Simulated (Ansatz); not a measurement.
System: NaF (model structure, started from the wurtzite type, P6₃/mmc, No. 194, 4 atoms in the cell). Method: LDA (plane waves, PAW; Ansatz, a program for electronic structure).

Numerical settings: plane-wave cutoff 520 eV, 12×12×8 k mesh (along the axes of the cell as run), Fermi–Dirac smearing 0.01 eV, scalar-relativistic PAW data made under PBE.

The cell is the one relaxed with PBEsol. Conventional cell: a = 3.8922 Å, b = 3.8922 Å, c = 4.5841 Å, α = 90.00°, β = 90.00°, γ = 120.00°.

```
NaF
1.0
    3.89223     0.00000     0.00000
   -1.94612     3.37077     0.00000
    0.00000     0.00000     4.58412
Na F
2 2
Cartesian
  1.94612   1.12359   0.28700
  0.00000   2.24718   2.57906
  1.94612   1.12359   2.57899
  0.00000   2.24718   0.28693
```

Q: List the 16 lowest band energies at Γ above −25 eV (eV, relative to the valence band maximum), grouping those that round alike.

A: At Γ: -19.01, -18.96 (×2), -18.91 (×2), -18.87, -18.68, -18.45, -1.14, -0.60 (×2), -0.29 (×2), 0.00, 5.33, 12.45.

Note: the relaxation could raise the start's symmetry but not lower it, so the cell can be a saddle point; cell and atoms aren't relaxed at this level (pressure -3.2 GPa).

A model structure was made by putting elements into a prototype or built by hand; it is no filed structure, need not be a known phase, and can be a saddle point held by its symmetry.
